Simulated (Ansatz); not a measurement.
The starting structures come from a database of crystals and need not be the phases stable at ambient conditions.

Data:

```yaml
crystal:
  lattice:
    - [6.56402, 0.00000, 0.00000]
    - [0.63211, 6.53351, 0.00000]
    - [1.21942, 1.10713, 5.08409]
  atoms:
    - { symbol: Na, position: [0.70091, 0.29909, 0.75000] }
    - { symbol: Na, position: [0.29909, 0.70091, 0.25000] }
    - { symbol: Ga, position: [0.09996, 0.90004, 0.75000] }
    - { symbol: Ga, position: [0.90004, 0.09996, 0.25000] }
    - { symbol: Si, position: [0.80010, 0.61868, 0.23078] }
    - { symbol: Si, position: [0.19990, 0.38132, 0.76922] }
    - { symbol: Si, position: [0.38132, 0.19990, 0.26922] }
    - { symbol: Si, position: [0.61868, 0.80010, 0.73078] }
    - { symbol: O, position: [0.35994, 0.34290, 0.49227] }
    - { symbol: O, position: [0.64006, 0.65710, 0.50773] }
    - { symbol: O, position: [0.65710, 0.64006, 0.00773] }
    - { symbol: O, position: [0.34290, 0.35994, 0.99227] }
    - { symbol: O, position: [0.61648, 0.10172, 0.19843] }
    - { symbol: O, position: [0.38352, 0.89828, 0.80157] }
    - { symbol: O, position: [0.89828, 0.38352, 0.30157] }
    - { symbol: O, position: [0.10172, 0.61648, 0.69843] }
    - { symbol: O, position: [0.03361, 0.19039, 0.86712] }
    - { symbol: O, position: [0.96639, 0.80961, 0.13288] }
    - { symbol: O, position: [0.80961, 0.96639, 0.63288] }
    - { symbol: O, position: [0.19039, 0.03361, 0.36712] }
```

Space group of this cell: C2/c. The cell is taken as given; by r2SCAN its mean pressure is -6.8 GPa.

Transport runs along the normal of the first two printed cell vectors.

No gap correction and no spin-orbit coupling; mid-gap values are interpolated between computed energies.

Task: State the band gap and the smallest decay constant κ at mid-gap according to Ansatz (a quantum-chemistry and plane-wave program) with r2SCAN.

Result: Gap 4.91 eV on a 6×6×6 mesh; κ = 0.395 1/Å, at the zone centre.
